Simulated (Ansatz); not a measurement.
# Response to strain in PbTe

Start from PbTe in the rock salt structure (space group Fm-3m, No. 225; a = 6.569 Å).

Strains are applied to the cell and any free atomic positions relax.

Calculations: Ansatz (a quantum-chemistry and plane-wave program) PBE, spin-orbit coupling left out.

| isotropic strain (%) | band gap (eV) |
|---|---|
| -3 | 0.63 |
| -2.5 | ? |
| -2 | 0.71 |
| -1.5 | 0.74 |
| -1 | 0.77 |
| 0 | 0.83 |
| 1 | 0.88 |
| 2 | 0.92 |
| 2.5 | 0.94 |

Fit E_g = E₀ + Dε (ε in %) to the rows shown and predict the withheld row.

Least squares on the printed values gives E₀ = 0.82 eV, D = 55.0 meV per % of strain (largest residual 0.02 eV); this predicts 0.68 eV, and the run gives 0.67 eV, in agreement.

With Pb and Te present, leaving out spin-orbit coupling can change the band edges. Stability against distortions was not tested.
